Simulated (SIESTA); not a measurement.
SIESTA run on FeAl (P1, 2 atoms in the cell): self-consistent single point.

Computed with SIESTA with GGA PBEsol, numerical atomic orbitals DZP, PseudoDojo PBEsol standard norm-conserving potentials (rewritten from UPF to PSML).

```xyz
2
Lattice="2.9100 0.0000 0.0000 0.0000 2.9100 0.0000 0.0000 0.0000 2.9100" Properties=species:S:1:pos:R:3 pbc="T T T"
Al     1.4655     1.4481     1.4612
Fe    -0.0105     0.0069    -0.0062
```

Reference input (self-consistent single point, DFT, GGA PBE, numerical atomic orbitals DZP, PseudoDojo PBE standard norm-conserving potentials (rewritten from UPF to PSML)): XC.functional = GGA; XC.authors = PBE; potentials = PseudoDojo PBE standard; PAO.BasisSize = DZP; PAO.EnergyShift = 0.005 Ry; MeshCutoff = 300 Ry; kgrid.MonkhorstPack = 10 10 10; OccupationFunction = FD; ElectronicTemperature = 1160.45 K; MaxSCFIterations = 150; SCF.Mixer.Method = Broyden; SCF.Mixer.Weight = 0.1. This run's input differs from it in these lines:

```diff
@@ -1,2 +1,2 @@
-# files in the folder: Al.psml Fe.psml (PseudoDojo PBE standard)
+# files in the folder: Al.psml Fe.psml (PseudoDojo PBEsol standard)
 SystemName  FeAl
@@ -23,3 +23,3 @@
 XC.functional                GGA
-XC.authors                   PBE
+XC.authors                   PBEsol
 PAO.BasisSize                DZP
```

The program printed (abridged):

```
        iscf     Eharris(eV)        E_KS(eV)     FreeEng(eV)     dDmax    Ef(eV) dHmax(eV)
   scf:    1    -3440.617765    -3464.239529    -3464.328493  1.383739 -5.308634 15.897119
   scf:    2    -3472.742224    -3469.488831    -3469.582478  0.088864 -6.237033  6.244809
   scf:    3    -3470.515810    -3470.367681    -3470.462189  0.062400 -6.831301  0.339941
   scf:    4    -3470.392730    -3470.380754    -3470.476020  0.037026 -6.827030  0.119218
   scf:    5    -3470.387419    -3470.384570    -3470.480539  0.033559 -6.807609  0.007848
   scf:    6    -3470.384496    -3470.384534    -3470.480545  0.000344 -6.808309  0.010044
   scf:    7    -3470.384407    -3470.384471    -3470.480558  0.000643 -6.807812  0.005548
   scf:    8    -3470.384354    -3470.384413    -3470.480562  0.000478 -6.807273  0.001021
   scf:    9    -3470.384385    -3470.384399    -3470.480563  0.000145 -6.807239  0.000839
   scf:   10    -3470.384390    -3470.384395    -3470.480563  0.000055 -6.807253  0.000708
SCF Convergence by DM+H criterion
max |DM_out - DM_in|         :     0.0000548030
max |H_out - H_in|      (eV) :     0.0007079457
SCF cycle converged after 10 iterations

Using DM_out to compute the final energy and forces

siesta: E_KS(eV) =            -3470.3844

siesta: E_KS - E_eggbox =     -3470.3844

siesta: Atomic forces (eV/Ang):
     1   -0.148885    0.097773   -0.087992
     2    0.150847   -0.097755    0.087319
   Tot    0.001962    0.000018   -0.000673
   Max    0.150847
   Res    0.115040    sqrt( Sum f_i^2 / 3N )
   Max    0.150847    constrained

Stress tensor Voigt[x,y,z,yz,xz,xy] (kbar):      123.93      123.95      123.93        0.18       -0.37        0.37
(Free)E + p*V (eV/cell)    -3472.3868
Target enthalpy (eV/cell)    -3470.4806

siesta: Program's energy decomposition (eV):
siesta: FreeEng =     -3470.480563

   [... lines left out ...]
siesta: Cell volume =         24.642171 Ang**3
siesta:        -123.93838998       -119.41059949  kBar
   [... lines left out ...]
               3dz2    3dxz    3dx2-y2
   2 15.437   1.885  -0.183   0.160   1.992   1.992   1.992   0.277   0.277
              0.277   1.624   1.624   1.334   1.624   1.334  -0.145  -0.145

             -0.169  -0.145  -0.169

mulliken: Qtot =       19.000

Mulliken Atomic Populations:
Atom #   charge [q] valence [e]  Species
     1    -0.562542    3.562542  Al
     2     0.562542   15.437458  Fe
 Total    -0.000000
```

The run converged in 10 iterations. Against the reference run the pressure goes from -8.21 to -12.39 GPa and the largest force hardly changes (0.204 to 0.200 eV/Å).

The starting cell has typed, rounded lattice constants, without a prior relaxation at this level. Its atoms were displaced at random from the sites of space group no. 221. Spin polarisation is off. Values carry the incompleteness of an atom-centred basis. With a pressure of about -12 GPa the cell is away from its equilibrium volume at this level.

Cost on one core of a shared machine: roughly 30 s.
